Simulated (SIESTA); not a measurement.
Troubleshooting SIESTA: a failed run on NiSb (P6_3/mmc, 4 atoms in the cell). The aim is a self-consistent single point with DFT, GGA PBEsol, numerical atomic orbitals DZP, PseudoDojo PBEsol standard norm-conserving potentials (rewritten from UPF to PSML).

Cell that was meant: a = 3.8892 Å, b = 3.8892 Å, c = 5.0635 Å, α = 90.00°, β = 90.00°, γ = 120.00°.

Part of the input:

```
SystemName  NiSb
SystemLabel NiSb

NumberOfAtoms                5
NumberOfSpecies              2
%block ChemicalSpeciesLabel
  1 28 Ni
```

Log, with long lists cut:

```
reinit: Reading from file input.fdf

reinit: System Name: NiSb
reinit: System Label: NiSb

coor:   Atomic-coordinates input format  =     Cartesian coordinates
coor:                                          (in Angstroms)
coor: ERROR in AtomicCoordinatesAndAtomicSpecies block
coor: ERROR in AtomicCoordinatesAndAtomicSpecies block
Stopping Program from Node:    0
Stopping Program from Node:    0
```

Q: Read the log: what does the program object to, and what is the fix?

A: The fault is an atom count that does not match the list of atoms; here the program stops on it instead of giving results. To fix it, make the count match the list. The program stopped before any SCF iteration.

An input that runs soundly differs in these lines (not the only fix; some lines may just follow from the change or write a value another way):
```diff
-NumberOfAtoms                5
+NumberOfAtoms                4
```

With that input, the run converged in 15 iterations: free energy E − TS -14060.1086 eV; Fermi level (on the code's own zero) -3.27 eV; pressure 1.59 GPa (DFT, GGA PBEsol, numerical atomic orbitals DZP, PseudoDojo PBEsol standard norm-conserving potentials (rewritten from UPF to PSML)).

On the sound input: the starting cell comes from a database of computed structures (which also holds hypothetical and non-ambient phases and stackings), without a prior relaxation at this level. Its lattice was rescaled by a random factor within 2.5 % of one. Spin polarisation is off. Values carry the incompleteness of an atom-centred basis.
